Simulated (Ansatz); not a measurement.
An Ansatz (an electronic-structure program) input (r2SCAN (Ansatz; PAW; 500 eV plane waves; spin-orbit coupling left out), earlier PAW set):

Ansatz 0.2 input:
```yaml
crystal:
  lattice:
    - [0, 3.0888505069, 3.0888505069]
    - [3.0888505069, 0, 3.0888505069]
    - [3.0888505069, 3.0888505069, 0]
  atoms:
    - { symbol: Se, position: [0, 0, 0] }
    - { symbol: Pb, position: [0.5, 0.5, 0.5] }
basis: { ecutwfc: 500, ecutrho_ratio: 4, xc_grid: 4, fft_grid_basis: typed }
kpoints: { mp_grid: { grid: [21, 21, 21] } }
hamiltonian:
  xc: r2scan
  dispersion: none
  pseudopotentials: { azcp: { folder: ./paw }, kind: paw }
total_charge: 0.029471
scf: { occupations: { method: fermi_dirac, width: 0.0259 }, convergence: { dr2_threshold: 0.0000000002 } }
relax: { f_tol: 0.005, max_steps: 30 }
output: { forces: true, stress: true }
checkpoint: { write: state.ck, write_every: 1000 }
```

Problem. Which symmetry and how many k-points will the program report, and about how many plane waves at Γ?

Solution. Space group Fm-3m (ITA 225) with 48 operations, k-points 286 of 9261, and 1459 plane waves at Γ.

Carriers are added with a uniform compensating background; total energy and stress of such cells depend on the potential's zero and are not compared; many-body gap narrowing is missing at this level. Stability against distortions was not tested. The cell was made from PbSe in the rock salt structure (space group Fm-3m, No. 225) by this change: holes 5.0×10^20 cm⁻³.
